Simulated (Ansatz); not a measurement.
Thermal properties of Be in the hcp (Mg type) structure at 300 K from the quasi-harmonic free energy in Ansatz (plane waves, PAW), for several functionals and conditions. The first row is the reference, at zero pressure. 

```tsv
run	q mesh / k mesh	V (Å³/atom)	α_a (10⁻⁶/K)	α_c (10⁻⁶/K)	bulk modulus B_T (GPa)	γ	C_P (J/mol/K)
PBEsol	8×8×5 / 24×24×15	8.02	12.0	8.8	117	1.17	16.1
r2SCAN (phonon mesh 5×5×3)	5×5×3 / 20×20×9	8.09	10.9	9.0	118	1.13	15.9
PBEsol, pressure 30 GPa	5×5×3 / 20×20×9	6.65	___	4.9	___	1.00	13.0
```

Complete the blanks.


- PBEsol, pressure 30 GPa, α_a (10⁻⁶/K): 5.3
- PBEsol, pressure 30 GPa, bulk modulus B_T (GPa): 210

No phase change or melting is allowed for: the numbers belong to this structure as given.

The PAW data sets were generated under PBE and serve the other functionals too.

Ansatz is a first-principles code.
